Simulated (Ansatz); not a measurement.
## Hypothetical CdI2 type CeO2: pressure series

The parent structure is CeO₂ in the CdI2 type structure (space group P-3m1, No. 164; a = 3.5949 Å, c = 4.4067 Å; a hypothetical phase, not in the database extracts checked).

Cell and atoms are relaxed at each pressure.

Calculations: Kohn–Sham DFT with the r2SCAN+rVV10 functional, run in Ansatz (an electronic-structure program) with PAW and 500 eV plane waves, without spin-orbit coupling, earlier PAW set.

```json
[
 {"case": "base", "density": "5.80 g/cm³", "smallest direct gap": "2.63 eV"},
 {"case": "pressure −1 GPa", "density": "5.43 g/cm³", "smallest direct gap": "2.71 eV"},
 {"case": "pressure 0.3 GPa", "density": "5.87 g/cm³", "smallest direct gap": "2.62 eV"},
 {"case": "pressure 0.7 GPa", "density": "5.95 g/cm³", "smallest direct gap": "2.60 eV"},
 {"case": "pressure 1.5 GPa", "density": "6.09 g/cm³", "smallest direct gap": "2.56 eV"},
 {"case": "pressure 3 GPa", "density": "6.31 g/cm³", "smallest direct gap": "2.52 eV"},
 {"case": "pressure 5 GPa", "density": "6.54 g/cm³", "smallest direct gap": "2.47 eV"},
 {"case": "pressure 7.5 GPa", "density": "6.77 g/cm³", "smallest direct gap": "2.42 eV"},
 {"case": "pressure 10 GPa", "density": "6.98 g/cm³", "smallest direct gap": "2.38 eV"}
]
```

Load acts through the strain it causes; cell and atoms are relaxed under it. Whether these cells are dynamically stable was not tested. No other phases were tried under pressure. Starting moments died away, wholly or in part, for the base; another magnetic solution may exist. The final runs are not spin-polarised.
